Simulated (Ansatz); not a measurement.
**CdS under a change: isotropic strain +2.40 %**

Base system: CdS in the wurtzite structure (space group P6_3mc, No. 186; a = 4.074 Å, c = 6.637 Å).

One thing is altered: an isotropic linear strain of +2.40 %; the atoms relax in the strained cell.

Level of theory: plane-wave PAW DFT at the LDA level (Ansatz, a program for electronic structure, 420 eV), spin-orbit coupling left out. Γ-centred 9×9×5 mesh, Fermi–Dirac width 0.05 eV.

The volume per atom grows by 1.76 Å³ (23.85 Å³ → 25.61 Å³) and the space group is still P6_3mc (No. 186). The shortest interatomic distance rises by 0.060 Å to 2.551 Å and the energy increases by 24 meV/atom. The band gap drops by 0.16 eV (1.03 eV → 0.87 eV) and the gap character remains direct at Γ. The mean gap deformation potential ΔEg/Δln V is -2.3 eV and the width of the top valence band shrinks by 0.22 eV (1.87 eV → 1.65 eV). The electron mass changes from 0.11 mₑ along c, 0.11 mₑ across (at Γ) to 0.095 mₑ along c, 0.10 mₑ across (at Γ) and the valence-band top at Γ (three highest levels, from the VBM) becomes 0.00, 0.00, -0.05 eV (base: 0.00, 0.00, -0.06 eV).

Masses are band curvatures over ±0.01 Å⁻¹ around the edge. No phonon test of stability was made.
